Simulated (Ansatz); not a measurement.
We consider TaN (P-6m2, No. 187, 2 atoms in the cell; start COD 1538016; the formula has other measured phases), described by r²SCAN+rVV10 (plane waves, PAW; Ansatz, a program for electronic structure).

Input file:

Ansatz 0.2 input:
```yaml
crystal:
  lattice:
    - [2.9493460311, 0.0, 0.0]
    - [-1.4746730155, 2.5542085875, 0.0]
    - [0.0, 0.0, 2.8990074772]
  atoms:
    - { symbol: N, position: [0.0, 0.0, 0.0] }
    - { symbol: Ta, position: [0.3333333333, 0.6666666667, 0.5] }
basis:
  ecutwfc: 560
  ecutrho_ratio: 4
  xc_grid: 3
kpoints:
  mp_grid: { grid: [24, 24, 20] }
hamiltonian:
  xc: r2scan
  dispersion: rvv10
  pseudopotentials: { azcp: { folder: ./paw }, kind: paw }
scf:
  occupations: { method: fermi_dirac, width: 0.05 }
output:
  forces: true
  stress: true
  eigenvalues: true
relax:
  f_tol: 0.004
  escape_saddle: false
  max_steps: 80
  cell: { stress_tol: 0.02, fix: [volume] }
```

From the output:

```
Relaxation: its limit of steps is 80 (relax.max_steps)
Crystal: 2 atoms, lattice volume = 21.839 Å³
Basis set: ecut = 560 eV, 659 PW (Γ), exchange–correlation on 72×72×72 points (27 copies of the dense FFT grid, shifted against one another)
Bands: 13, of which v1, the nominal top of the filled ones, is band 9 counted from 1 (8 counted from 0)
Symmetry: 12 space group operations
Space group: P-6m2 (ITA 187), of the structure as read, at distance tolerance 2.8e-5 Å
k-points: 671 of 11520 (time reversal used)
Initial density: superposition of atomic densities (chi_scale 0.1, normalization cell, long waves kept (reshape's long-wave potential 0.00 eV rms))
Functional: x = r2scan, c = r2scan + rvv10(b = 11.95, C = 0.0093); τ floored in thin density (d = 2e-4 eV/Å³)
SCF iter   1: F=—  HF=-10329.419112 eV  |F-HF|=—  |Δ(HF+E_count)|=         —  Δρ=5.20e-2  dr2=3.42e-1  dr2_τ=1.36e-1
SCF iter   2: F=—  HF=-10329.673555 eV  |F-HF|=—  |Δ(HF+E_count)|=   2.54e-1  Δρ=3.41e-2  dr2=1.35e-1  dr2_τ=1.11e-2
  ...
SCF 1 converged in 8 iterations: F = -10329.745825 eV  dr2 = 1.35e-8
Crystal: 2 atoms, lattice volume = 21.839 Å³
Initial density: handed on by an earlier stage of this run
SCF 2 converged in 4 iterations: F = -10329.745637 eV  dr2 = 1.77e-7
Crystal: 2 atoms, lattice volume = 21.839 Å³
SCF 3 converged in 7 iterations: F = -10329.745868 eV  dr2 = 1.48e-12
Crystal: 2 atoms, lattice volume = 21.839 Å³
SCF iter   3: F=—  HF=-10329.745867 eV  |F-HF|=—  |Δ(HF+E_count)|=   2.33e-9  Δρ=2.66e-7  dr2=6.05e-12  dr2_τ=5.89e-12
SCF iter   4: F=-10329.745867 eV  HF=-10329.745867 eV  |F-HF|=3.64e-12  |Δ(HF+E_count)|=  2.18e-11  Δρ=1.24e-7  dr2=2.65e-12  dr2_τ=5.51e-13
SCF 4 converged in 4 iterations: F = -10329.745867 eV  dr2 = 2.65e-12
SCF converged after 4 iterations
Free energy (F): -10329.745867 eV
Internal energy: -10329.745389 eV  (E = F + TS)
E sigma→0 (E₀):  -10329.745628 eV
Fermi energy:    19.791387 eV
--- Forces (eV/Å), atoms counted from 1 ---
  atom   1  N     -0.00000000    -0.00000000     0.00000000
  atom   2  Ta    -0.00000000     0.00000000     0.00000000
--- Stress (GPa, compression-positive) ---
       -6.946447       0.000000       0.000000
        0.000000      -6.946447       0.000000
        0.000000       0.000000      -6.949907
  P = ⅓ Tr σ = -6.9476 GPa (-69.476 kbar)
```

The cell is one volume of an energy–volume scan, off the minimum.

The PAW data were made under PBE.

Note: the relaxation could not lower the start's symmetry, so the cell can be a saddle point above a distorted one.

The result took very roughly 5 core-minutes.
